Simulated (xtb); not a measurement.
xtb 6.7.1, GFN2-xTB: Ti(OH)2(OEt)2 (CC[O][Ti]([OH])([OH])[O]CC), 21 atoms. The geometry is a generated start, not checked to be a minimum at this level.

method: GFN2-xTB
--acc: 1 (default)
--etemp (K): 300 (default)
detailed input (--input): none: ANC optimiser, Lindh (1995) Hessian, microcycle=20, maxdispl=1.0, hlow=0.01 (default)
basis functions: 54
valence electrons: 56

```xyz
21

Ti    -0.1473     0.9569     0.7792
O      1.3551     1.7990     1.0658
H      1.6333     2.6507     0.7148
O     -1.3577     1.3407     1.9576
H     -1.8673     2.1237     2.1864
O      0.1812    -0.7361     0.7473
C      0.5304    -1.4852     1.8737
C      0.4177    -2.9831     1.5742
H      1.5718    -1.2410     2.1588
H     -0.1442    -1.2244     2.7121
H      1.0894    -3.2421     0.7596
H      0.6744    -3.5680     2.4533
H     -0.6018    -3.2135     1.2720
O     -0.6989     1.4024    -0.7978
C     -0.1054     0.8064    -1.9157
C     -0.7008     1.3709    -3.2088
H      0.9872     0.9995    -1.9002
H     -0.2717    -0.2869    -1.8792
H     -0.5333     2.4450    -3.2541
H     -0.2396     0.8990    -4.0722
H     -1.7725     1.1862    -3.2269
```

Charge 0 and multiplicity 1 are set for this test and not shown to be the ground state.

The structure is relaxed from this start with --opt LEVEL for the levels crude, sloppy, loose, lax, normal, tight, vtight, extreme, once each. Up to the end of the extreme run atoms move by at most 1.7 Å along an axis.

Question: What is the loosest level that ends within 20 meV of the extreme run, and how many cycles does it take?

Answer: normal: 113 cycles against 132, ending 0.49 meV above.

```tsv
level	cycles	energy above the extreme run (meV)	gradient norm (eV/Å)
crude	1	530	0.13
sloppy	1	530	0.13
loose	1	530	0.13
lax	2	530	0.059
normal	113	0.49	0.049
tight	118	0.15	0.032
vtight	130	under 0.01	0.0022
extreme	132	—	0.0017
```
